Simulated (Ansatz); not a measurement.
# A computed series for TiO2: response to strain

Start from TiO₂ in the anatase structure (space group I4_1/amd, No. 141).

```xyz
6
Lattice="-1.8849 1.8849 4.7759 1.8849 -1.8849 4.7759 1.8849 1.8849 -4.7759" Properties=species:S:1:pos:R:3 pbc="T T T"
Ti     0.0000     0.0000     4.7759
Ti     1.8849     0.0000     2.3879
O      0.0000     0.0000     2.7936
O      1.8849     0.0000     0.4057
O      1.8849     0.0000     4.3702
O      0.0000     0.0000     6.7581
```

Cartesian axes are those of the cell as printed.

Strains are applied to the cell and any free atomic positions relax; under biaxial strain the out-of-plane vector relaxes too; under stress the whole cell relaxes.

Levels (all Ansatz, a program for electronic structure, PAW): PBEsol (420 eV, scalar-relativistic without spin-orbit coupling); r2SCAN (500 eV, spin-orbit coupling left out); HSE06 (420 eV, no SOC).

Band gaps by level, all at the geometries relaxed with PBEsol:

```csv
case,PBEsol,r2SCAN,HSE06
base,2.11 eV,2.54 eV,3.65 eV
"biaxial strain +1.94 %, plane normal [001], relaxed out of plane",1.94 eV,___,3.46 eV
"uniaxial stress, 3 GPa tension along x",2.07 eV,2.49 eV,___
"uniaxial stress, 8 GPa tension along z",2.41 eV,2.85 eV,3.96 eV
```

Problem. Some entries are withheld; estimate them.

Solution. 
- biaxial strain +1.94 %, plane normal [001], relaxed out of plane, r2SCAN: 2.36 eV
- uniaxial stress, 3 GPa tension along x, HSE06: 3.60 eV

Single points use the geometry relaxed with PBEsol. The hybrid gap comes from the SCF mesh plus the semilocal run's edge points and a few special points and is an upper bound. Stability under load was not tested beyond the relaxation. The final runs are not spin-polarised.
